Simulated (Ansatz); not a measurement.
Take Mg$_{2}$Sn (space group Fm-3m, No. 225; a = 6.746 Å) as the base.

All numbers come from Kohn–Sham DFT with the PBEsol functional, run in Ansatz (an electronic-structure program) with PAW and 420 eV plane waves, no SOC, earlier PAW set.

Base values:

The volume per atom is 25.58 Å³.

Perturbation: Si takes the place of Mg on all its sites, then cell and atoms are relaxed.

What happens to the volume per atom?

The volume per atom falls by 3.01 Å³ to 22.57 Å³.

No phonon test of stability was made. As relaxed here, SnSi2 is a hypothetical phase, not in the database extracts checked. All final runs are without spin polarisation.
